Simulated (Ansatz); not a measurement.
Band structure of YZnSn (P6_3/mmc, 12 atoms in the cell).

```xyz
12
Lattice="4.3731 0.0000 0.0000 -2.1866 3.7872 0.0000 0.0000 0.0000 15.8926" Properties=species:S:1:pos:R:3 pbc="T T T"
Y      0.0000     0.0000     0.0000
Y      0.0000     0.0000     7.9463
Y      0.0000     0.0000     3.9732
Y      0.0000     0.0000    11.9195
Zn     2.1866     1.2624    13.3323
Zn     0.0000     2.5248     2.5603
Zn     0.0000     2.5248     5.3860
Zn     2.1866     1.2624    10.5066
Sn     0.0000     2.5248     9.7611
Sn     2.1866     1.2624     6.1315
Sn     2.1866     1.2624     1.8148
Sn     0.0000     2.5248    14.0778
```

Method: PBEsol, default PAW files made with PBE (plane waves; Ansatz, a program for electronic structure).

Settings: basis.ecutwfc = 420 eV; kpoints.mp_grid.grid = 4 4 1; hamiltonian.xc = pbesol; hamiltonian.pseudopotentials = {kind: paw} (the program's default PAW files); scf.occupations.method = fermi_dirac; scf.occupations.width = 0.1 eV; kpoints.band_path.npoints = 16.

The starting cell comes from a database of computed structures (which also holds hypothetical and non-ambient phases and stackings), without a prior relaxation at this level. Its lattice was rescaled by a random factor within 2.5 % of one.

Levels in eV from the Fermi level, bands 71 to 78:
```json
[
 {"point": "Γ", "71": "-0.06", "72": "0.57", "73": "0.57", "74": "0.59", "75": "0.59", "76": "0.74", "77": "0.74", "78": "1.01"},
 {"point": "M", "71": "-1.52", "72": "-1.50", "73": "-1.39", "74": "-1.13", "75": "-0.41", "76": "0.43", "77": "1.11", "78": "1.38"},
 {"point": "K", "71": "-1.35", "72": "-1.35", "73": "-1.34", "74": "-1.34", "75": "0.97", "76": "0.97", "77": "1.43", "78": "1.79"},
 {"point": "A", "71": "-0.23", "72": "-0.23", "73": "0.55", "74": "0.55", "75": "0.75", "76": "0.75", "77": "0.75", "78": "0.75"},
 {"point": "L", "71": "-1.64", "72": "-1.64", "73": "-1.33", "74": "-1.33", "75": "-0.04", "76": "-0.04", "77": "1.57", "78": "1.57"},
 {"point": "H", "71": "-1.81", "72": "-1.81", "73": "-0.98", "74": "-0.98", "75": "0.81", "76": "0.81", "77": "1.63", "78": "1.63"}
]
```

Bands cross the Fermi level along this path, so the cell is metallic at this level.

Keys are those of Ansatz 0.2.
